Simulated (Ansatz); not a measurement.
The reference is BaSi₂ (space group P-3m1, No. 164; a = 4.037 Å, c = 5.195 Å; a cell from a computed database, its experimental status unchecked; relaxed with 0.1 eV smearing). Axes: x lies along a and z along c of the hexagonal cell.

Level of theory: Ansatz (a program for electronic structure) PBEsol, no spin-orbit coupling.

Base values:

| Item | Result |
|---|---|
| Pressure | 0.0 GPa |
| Band gap | zero |
| Volume per atom | 24.44 Å³ |

One thing is altered: biaxial strain +0.99 %, plane normal [001], relaxed out of plane (Cartesian); in-plane vectors clamped, the third vector and the atoms free.

Question: What happens to the pressure?

Answer: The pressure (mean of the normal stresses, compression positive) goes from zero to -0.8 GPa.

Question: What does the calculation give for the band gap after the change?

Answer: The band gap is still zero.

Question: How does this affect the volume per atom?

Answer: The volume per atom goes up by 0.273 Å³ (24.44 Å³ → 24.72 Å³).

No phonon test of stability was made. The final runs are not spin-polarised.
